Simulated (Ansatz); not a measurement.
## fluorite-type NiSi2 (0 0 1) on cubic KTaO3 (0 0 1) (film strained to the substrate, started from cuts of the bulks and a machine-learned relaxation)

A periodic stack without vacuum, fluorite-type NiSi2 (0 0 1) on cubic KTaO3 (0 0 1) (film strained to the substrate, started from cuts of the bulks and a machine-learned relaxation): substrate slab K4O10Ta3, film Ni4Si8, surface cells [[0, 1], [-1, 0]] and [[1, 0], [1, 1]], film strained by +4.5 and +4.5 %, outermost planes KO/KO and Si/Ni as cut, which need not be the usual terminations and can put a slab off its formula.

The start was prepared with a machine-learned potential, and the result is one local minimum, with the in-plane cell held and forces under 0.04 eV/Å; the film can end far from its bulk form.

Level of theory: PBE (plane waves to 420 eV, PAW; Ansatz, a quantum-chemistry and plane-wave program). Spin–orbit coupling is left out; the runs are not spin-polarised; PBE gaps are too small against experiment. Its k-point mesh 8×8×1, Fermi–Dirac width 0.05 eV.

interface area: 16.2 Å²
period: 25.46 Å
gaps between the outermost planes at the two interfaces: 1.63 and 1.84 Å
K–Si contacts across the interfaces within 1.22 times the sum of covalent radii: 9, mean 3.47 Å
K–Ni contacts across the interfaces within 1.22 times the sum of covalent radii: 4, mean 3.39 Å
Ni–O contacts across the interfaces within 1.22 times the sum of covalent radii: 1, mean 2.00 Å
O–Si contacts across the interfaces within 1.22 times the sum of covalent radii: 1, mean 1.65 Å

```
CELL_PARAMETERS angstrom
      4.01314    -0.00225    -0.30367
     -0.00307     4.02399    -0.07005
     -2.66121    -0.45710    25.75016
ATOMIC_POSITIONS crystal
  K  0.78267 0.83236 0.02702
  O  0.29163 0.33498 0.03352
  K  0.97113 0.87087 0.18925
  Ta 0.37495 0.35096 0.10667
  O  0.88383 0.35385 0.11320
  O  0.38392 0.85370 0.11316
  O  0.47896 0.37276 0.19529
  K  0.15869 0.90785 0.35102
  Ta 0.56256 0.38894 0.26856
  O  0.07144 0.39131 0.27515
  O  0.57142 0.89142 0.27515
  O  0.66673 0.41082 0.35723
  K  0.34170 0.92721 0.50695
  Ta 0.75089 0.42365 0.43042
  O  0.25819 0.42452 0.43625
  O  0.75902 0.92886 0.43641
  O  0.85413 0.46696 0.52077
  Ni 0.96054 0.27343 0.75966
  Ni 0.34190 0.71522 0.65741
  Ni 0.19675 0.31391 0.95492
  Ni 0.58309 0.79172 0.85644
  Si 0.39809 0.23059 0.70864
  Si 0.90279 0.75717 0.70488
  Si 0.95730 0.41620 0.58476
  Si 0.48201 0.19794 0.61829
  Si 0.64613 0.30457 0.91063
  Si 0.14369 0.80392 0.90980
  Si 0.02624 0.78292 0.80783
  Si 0.51944 0.28138 0.80981
```
